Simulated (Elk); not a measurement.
Worked example: self-consistent single point of Yb (Fm-3m, 1 atom in the cell) in Elk

Method of the run: Elk with PBE, all-electron FP-LAPW, Elk's shipped species files, APW+lo basis with extra local orbitals.

Input as run:

```
tasks
  0

xctype
  20

rgkmax
  8.0

gmaxvr
  16.0

nxlo
  2

lorbcnd
  .true.

lmaxi
  3

stype
  3

swidth
  0.00367493

avec
    0.0000000000    5.2037388294    5.2037388294
    5.2037388294    0.0000000000    5.2037388294
    5.2037388294    5.2037388294    0.0000000000

sppath
  './'

atoms
  1   : nspecies
  'Yb.in'   : spfname
  1   : natoms; atposl, bfcmt below
  0.0000000000  0.0000000000  0.0000000000    0.0 0.0 0.0

ngridk
  10 10 10
```

Output (repeated stretches shortened):

```
│ Elk code version 10.2.4 │

All units are atomic (Hartree, Bohr, etc.)

│ Ground-state run starting from atomic densities │

Lattice vectors :
   0.000000000       5.203738829       5.203738829
   5.203738829       0.000000000       5.203738829
   5.203738829       5.203738829       0.000000000

Unit cell volume      :    281.8230239
Brillouin zone volume :   0.8801630541

Muffin-tin inner radius fraction :   0.1000000000E-01

Nuclei treated as point charges

Species :    1 (Yb)
 parameters loaded from : Yb.in
 name : ytterbium
 nuclear charge    :   -70.00000000
 electronic charge :    70.00000000
 atomic mass :    315432.6234
 muffin-tin radius :    2.800000000
 number of radial points in muffin-tin :    697
 atomic positions (lattice), magnetic fields (Cartesian) :
   1 :   0.00000000  0.00000000  0.00000000    0.00000000  0.00000000  0.00000000

Total number of atoms per unit cell :    1

Spin treatment :
 spin-unpolarised

Number of Bravais lattice symmetries :   48
Number of crystal symmetries         :   48
Crystal has inversion symmetry
Real symmetric eigensolver will be used

k-point grid :     10    10    10
k-point offset :    0.000000000       0.000000000       0.000000000
k-point set is reduced with full crystal symmetry group
Total number of k-points :       47

Muffin-tin radius times maximum |G+k| :    8.000000000
 using average radius
Maximum |G+k| for APW functions       :    2.857142857
Maximum (1/2)|G+k|²                   :    4.081632653
Maximum |G| for potential and density :    16.00000000
 potential will be trimmed for |G| > 2 gkmax
Constant for pseudocharge density :   11
Radial integration step length :    4

G-vector grid sizes :     40    40    40
Number of G-vectors :    19579

Maximum angular momentum used for
 APW functions                      :    8
 outer part of muffin-tin           :    6
 inner part of muffin-tin           :    3

Total nuclear charge    :   -70.00000000
Total core charge       :    46.00000000
Total valence charge    :    24.00000000
Total excess charge     :    0.000000000
Total electronic charge :    70.00000000

Effective Wigner radius, rₛ :   0.9868775596

Number of empty states         :    4
Total number of valence states :   16
Total number of core states    :   46

Conduction state local-orbitals added automatically
Total number of local-orbitals :   96

Exchange-correlation functional :     20     0     0
 Perdew-Burke-Ernzerhof, Phys. Rev. Lett. 77, 3865 (1996)
 gradient requirement :    1
 generalised gradient approximation (GGA)

Smearing type :    3
 Fermi-Dirac
Smearing width :   0.3674930000E-02
Effective electronic temperature (K) :    1160.451112

Mixing type :    3
 Broyden mixing, J. Phys. A: Math. Gen. 17, L317 (1984)

Kohn-Sham potential initialised from atomic data

│ Self-consistent loop started │
│ Loop number : 1 │
 total energy                :     -13910.0517067
│ Loop number : 2 │
 total energy                :     -13951.8806497
RMS change in Kohn-Sham potential (target) :    1.560718243     (  0.1000000000E-05)
Absolute change in total energy (target)   :    41.82894301     (  0.1000000000E-03)
│ Loop number : 3 │
 total energy                :     -14052.4312800
RMS change in Kohn-Sham potential (target) :   0.3129117269     (  0.1000000000E-05)
Absolute change in total energy (target)   :    111.0078661     (  0.1000000000E-03)
│ Loop number : 4 │
 total energy                :     -14084.2133652
RMS change in Kohn-Sham potential (target) :   0.9283794472E-01 (  0.1000000000E-05)
Absolute change in total energy (target)   :    59.53405167     (  0.1000000000E-03)
│ Loop number : 5 │
 total energy                :     -14085.5307521
RMS change in Kohn-Sham potential (target) :   0.1051174628     (  0.1000000000E-05)
Absolute change in total energy (target)   :    16.20089985     (  0.1000000000E-03)
│ Loop number : 6 │
 total energy                :     -14077.4489410
RMS change in Kohn-Sham potential (target) :   0.1302776769E-01 (  0.1000000000E-05)
Absolute change in total energy (target)   :    4.031586154     (  0.1000000000E-03)
│ Loop number : 7 │
 total energy                :     -14072.4942588
RMS change in Kohn-Sham potential (target) :   0.4455999859E-01 (  0.1000000000E-05)
Absolute change in total energy (target)   :    5.962578773     (  0.1000000000E-03)
│ Loop number : 8 │
 total energy                :     -14073.7480928
RMS change in Kohn-Sham potential (target) :   0.2873779315E-01 (  0.1000000000E-05)
Absolute change in total energy (target)   :   0.2368106456     (  0.1000000000E-03)
│ Loop number : 9 │
 total energy                :     -14075.0793260
RMS change in Kohn-Sham potential (target) :   0.1215146826E-01 (  0.1000000000E-05)
Absolute change in total energy (target)   :    1.272030547     (  0.1000000000E-03)
│ Loop number : 10 │
 total energy                :     -14075.6954208
RMS change in Kohn-Sham potential (target) :   0.4388057622E-02 (  0.1000000000E-05)
Absolute change in total energy (target)   :   0.9341023748     (  0.1000000000E-03)
│ Loop number : 11 │
 total energy                :     -14075.9628298
RMS change in Kohn-Sham potential (target) :   0.9994737692E-03 (  0.1000000000E-05)
Absolute change in total energy (target)   :   0.5009346247     (  0.1000000000E-03)
│ Loop number : 12 │
 total energy                :     -14076.0393801
RMS change in Kohn-Sham potential (target) :   0.3338264130E-04 (  0.1000000000E-05)
Absolute change in total energy (target)   :   0.2017839469     (  0.1000000000E-03)
│ Loop number : 13 │
 total energy                :     -14076.0456094
RMS change in Kohn-Sham potential (target) :   0.7426347991E-04 (  0.1000000000E-05)
Absolute change in total energy (target)   :   0.5667525949E-01 (  0.1000000000E-03)
│ Loop number : 14 │
 total energy                :     -14076.0402966
RMS change in Kohn-Sham potential (target) :   0.1803240629E-04 (  0.1000000000E-05)
Absolute change in total energy (target)   :   0.8856025397E-02 (  0.1000000000E-03)
│ Loop number : 15 │
 total energy                :     -14076.0386362
RMS change in Kohn-Sham potential (target) :   0.2975569649E-05 (  0.1000000000E-05)
Absolute change in total energy (target)   :   0.5536800854E-03 (  0.1000000000E-03)
│ Loop number : 16 │
 total energy                :     -14076.0383287
RMS change in Kohn-Sham potential (target) :   0.5504152029E-06 (  0.1000000000E-05)
Absolute change in total energy (target)   :   0.1690820445E-03 (  0.1000000000E-03)
│ Loop number : 17 │
 total energy                :     -14076.0382974
RMS change in Kohn-Sham potential (target) :   0.3250546084E-06 (  0.1000000000E-05)
Absolute change in total energy (target)   :   0.7364151497E-04 (  0.1000000000E-03)
Convergence targets achieved

│ Loop number : 18 │

Energies :
 Fermi                       :     0.143978874674
 sum of eigenvalues          :     -8614.08831265
 electron kinetic            :      15638.3657350
 core electron kinetic       :      15193.2133308
 Coulomb                     :     -29419.6583458
 Coulomb potential           :     -23867.0714463
 nuclear-nuclear             :     -925.585085560
 electron-nuclear            :     -33121.0750741
 Hartree                     :      4627.00181387
 Madelung                    :     -17486.1226226
 xc potential                :     -385.382601307
 exchange                    :     -290.620667031
 correlation                 :     -4.12148811020
 electron entropic           :    -0.352840000646E-02
 total energy                :     -14076.0382943

Density of states at Fermi energy :    59.63832820
 (states/Hartree/unit cell)

Estimated indirect band gap :   0.2220236341E-02
 from k-point     26 to k-point     46
Estimated direct band gap   :   0.1104173391E-01
 at k-point     43

Charges :
 core                        :    46.00000000
 valence                     :    24.00000000
 interstitial                :    1.827656246
 muffin-tins (core leakage)
  species :    1 (Yb)
   atom    1                 :    68.17234375     (  0.1120577224E-05)
 total in muffin-tins        :    68.17234375
 total calculated charge     :    69.99703710
 total charge                :    70.00000000
 error                       :   0.2962897792E-02

│ Self-consistent loop stopped │
```

The run converged in 18 iterations. The count includes the last loop, which Elk runs after its targets are met.

The starting cell has typed, rounded lattice constants, without a prior relaxation at this level. Its lattice was rescaled by up to half a per cent. Spin-orbit coupling is off. Spin polarisation is off. Values depend on the basis (sphere radii, cutoffs, local orbitals), which need not be converged. The log's line on a gap gives a spacing of levels on this mesh, which the program prints for metals too.
